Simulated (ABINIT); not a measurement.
A self-consistent single point of VS (P6_3/mmc, 4 atoms in the cell) with ABINIT.

Method of the run: LDA (PW92), norm-conserving pseudopotentials (PseudoDojo nc-sr-04 LDA standard) (plane waves; ABINIT).

```
VS
1.0
    3.16980     0.00000     0.00000
   -1.58490     2.74513     0.00000
    0.00000     0.00000     6.12713
V S
2 2
Direct
  0.00000   0.00000   0.00000
  0.00000   0.00000   0.50000
  0.66667   0.33333   0.25000
  0.33333   0.66667   0.75000
```

Reference input (self-consistent single point, DFT, PBEsol, plane waves, norm-conserving pseudopotentials (PseudoDojo nc-sr-04 PBEsol standard)): pseudos = [V.upf, S.upf]; ecut = 1143 eV; ixc = -116133; occopt = 3; tsmear = 0.00367493 Ha; ngkpt = 10 10 5; nshiftk = 1; shiftk = 0 0 0; potentials = PseudoDojo nc-sr-04 PBEsol standard; nband = 25; kptopt = 1; nstep = 60. This run's input differs from it in these lines:

```diff
@@ -1,2 +1,2 @@
-# VS, PseudoDojo nc-sr-04 PBEsol standard
+# VS, PseudoDojo nc-sr-04 LDA standard
 pp_dirpath "./"
@@ -18,3 +18,3 @@
 ecut 1143 eV
-ixc -116133
+ixc 7
 occopt 3
```

Its files differ too (potentials: PseudoDojo nc-sr-04 PBEsol standard → PseudoDojo nc-sr-04 LDA standard).

Output (repeated stretches shortened):

```
--- !BeginCycle
solver: {iscf: 7, nstep: 60, nline: 4, wfoptalg: 0, }
tolerances: {toldfe: 1.00E-09, }
...

     iter   Etot(hartree)      deltaE(h)  residm     vres2
 ETOT  1  -169.46716381278    -1.695E+02 1.453E-01 4.105E+02
 ETOT  2  -168.78427149905     6.829E-01 1.362E-01 4.661E+03
 ETOT  3  -169.77094997730    -9.867E-01 2.615E-02 1.270E+02
 ETOT  4  -169.79837878174    -2.743E-02 1.055E-02 2.834E+00
 ETOT  5  -169.79928563470    -9.069E-04 9.840E-03 4.705E-02
   [... 9 lines left out ...]
 ETOT 15  -169.79939611620    -5.082E-09 2.969E-04 1.790E-07
 ETOT 16  -169.79939611728    -1.081E-09 3.790E-04 3.189E-06
 ETOT 17  -169.79939611718     1.062E-10 2.630E-04 6.058E-06
 ETOT 18  -169.79939611803    -8.539E-10 3.960E-04 4.177E-06
 At SCF step   18, etot is converged :
  for the second time, diff in etot=  8.539E-10 < toldfe=  1.000E-09

 Cartesian components of stress tensor (hartree/bohr^3)
  sigma(1 1)=  3.55675295E-04  sigma(3 2)=  0.00000000E+00
  sigma(2 2)=  3.55675296E-04  sigma(3 1)=  0.00000000E+00
  sigma(3 3)=  4.29230162E-04  sigma(2 1)=  5.58356166E-13

 ----iterations are completed or convergence reached----

 reduced coordinates (array xred) for    4 atoms
       0.000000000000      0.000000000000     -0.000000001092
       0.000000000000      0.000000000000      0.499999998908
       0.666666666667      0.333333333333      0.249999998908
       0.333333333333      0.666666666667      0.749999998908
 cartesian forces (eV/Angstrom) at end:
    1     -0.00000000000000    -0.00000000000000    -0.00000000000000
   [... lines left out ...]
 Fermi (or HOMO) energy (eV) =  11.69735   Average Vxc (eV)= -12.70324
   [... lines left out ...]
total_energy        : -1.69799396118032E+02
total_energy_eV     : -4.62047654696395E+03
band_energy         : -1.47873884512882E+01
...

-Cartesian components of stress tensor (GPa)         [Pressure= -1.1186E+01 GPa]
- sigma(1 1)=  1.04643267E+01  sigma(3 2)=  0.00000000E+00
- sigma(2 2)=  1.04643267E+01  sigma(3 1)=  0.00000000E+00
- sigma(3 3)=  1.26283852E+01  sigma(2 1)=  1.64274028E-08

 Calculation completed.
```

The run converged in 18 iterations. Against the reference run the pressure goes from -7.03 to -11.19 GPa.

The starting cell comes from a database of computed structures (which also holds hypothetical and non-ambient phases and stackings), without a prior relaxation at this level. Spin polarisation is off, so a magnetic state, if there is one, cannot be reached. With a pressure of about -11 GPa the cell is away from its equilibrium volume at this level.

Cost on one core of a shared machine: roughly 3 min.
